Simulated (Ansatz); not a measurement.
**A computed series for Ca3SiO: pressure series**

Take Ca$_{3}$SiO (space group Imma, No. 74; a = 6.583 Å, b = 9.309 Å, c = 6.603 Å; a cell from a computed database, its experimental status unchecked) as the base.

Cell and atoms are relaxed at each pressure.

All numbers come from DFT with PBEsol, PAW potentials and a 420 eV plane-wave cutoff in Ansatz (a first-principles code), no spin-orbit coupling.

Notes on the quantities. enthalpy: H = E + PV relative to the base's energy.

```
variant                enthalpy  shortest interatomic distance
----------------  -------------  -----------------------------
base                          –                        2.336 Å
pressure −2 GPa   -0.26 eV/atom                        2.364 Å
pressure −1 GPa   -0.13 eV/atom                        2.350 Å
pressure 0.3 GPa  +0.04 eV/atom                        2.333 Å
pressure 0.7 GPa  +0.09 eV/atom                        2.328 Å
pressure 1.5 GPa  +0.19 eV/atom                        2.319 Å
pressure 3 GPa    +0.37 eV/atom                        2.302 Å
pressure 5 GPa    +0.61 eV/atom                        2.283 Å
pressure 7.5 GPa  +0.90 eV/atom                        2.261 Å
pressure 10 GPa   +1.18 eV/atom                        2.241 Å
```

The mesh was chosen for an insulator and is coarse for the gapless case. Load acts through the strain it causes; cell and atoms are relaxed under it. Stability against distortions was not tested. Competing high-pressure phases were not computed. All final runs are without spin polarisation.
